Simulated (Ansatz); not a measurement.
Take Cu in the fcc (Cu type) structure (space group Fm-3m, No. 225; relaxed with 0.1 eV smearing) as the base.

```xyz
1
Lattice="0.0000 1.7884 1.7884 1.7884 0.0000 1.7884 1.7884 1.7884 0.0000" Properties=species:S:1:pos:R:3 pbc="T T T"
Cu     0.0000     0.0000     0.0000
```

Cartesian axes are those of the cell as printed.

All numbers come from Ansatz (an electronic-structure program) r2SCAN, without spin-orbit coupling.

Now apply this change: a pure shear with ε_xy = ε_yx = 0.0200; the atoms relax in the strained cell.

### Question
Predict the stress tensor and what it implies for the stiffness.

### Answer
Stress of the strained cell less that of the base (GPa, compression positive):
```
    0.5    -3.7     0.0
   -3.7     0.5     0.0
    0.0     0.0    -0.1
```

Then −Δσ/γ with γ = 2ε = 0.0400 gives secant stiffness values (nonlinear terms included at this strain): C66 ≈ 92 GPa.

As a check, the harmonic strain energy −½ V₀ Δσ:ε is 5.3 meV/atom; the computed energy rise is 5.3 meV/atom.

Stability against distortions was not tested. The final runs are not spin-polarised.
